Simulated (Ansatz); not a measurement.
## Al3Pt2 (P-3m1, No. 164; cell taken from a computed entry)

Computed with r²SCAN (PAW; Ansatz, a program for electronic structure).

Settings: plane-wave cutoff 500 eV, 18×18×12 k mesh (along the axes of the cell as run), Fermi–Dirac smearing 0.1 eV, scalar-relativistic PAW data made under PBE.

Cell: relaxed at this level.

| Property | Result |
|---|---|
| volume per atom | 15.94 Å³/atom |
| lattice constant a | 4.211 Å |
| c axis length | 5.191 Å |
| band gap | none |

Note: the relaxation could not lower the start's symmetry, so the cell can be a saddle point above a distorted one.

Spin–orbit coupling is not included.
